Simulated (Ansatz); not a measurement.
Given:

```xyz
3
Lattice="3.2991 0.0000 0.0000 1.6496 2.8571 0.0000 0.0000 0.0000 18.3309" Properties=species:S:1:pos:R:3 pbc="T T T"
Se     3.2991     1.9047     7.5007
W      1.6496     0.9524     9.1655
Se     3.2991     1.9047    10.8302
```

No spin polarisation.

All numbers come from r2SCAN+rVV10 (Ansatz, an electronic-structure program), scalar-relativistic without spin-orbit coupling. Settings: 11×11×1 k-points, 0.05 eV Fermi–Dirac smearing. The cell is a slab with vacuum along z.

**Question.** Predict the gap character, electron mass, hole mass and band gap.

**Answer.** 
- Gap character: direct at K
- Electron mass (in plane): 0.32 mₑ (at K)
- Hole mass (in plane): 0.42 mₑ (at K)
- Band gap: 1.70 eV

With W present, leaving out spin-orbit coupling can change the band edges. Masses are band curvatures over ±0.01 Å⁻¹ around the edge. Stability against distortions was not tested. The cell was made from WSe₂ in the 2H-MoS2 type structure (space group P6_3/mmc, No. 194; layered, stacked along the Cartesian z axis) by this change: a free-standing slab of 1 layer (3 atoms, 3 a layer) is cut normal to the stacking axis, with 15 Å of vacuum and the in-plane cell relaxed.
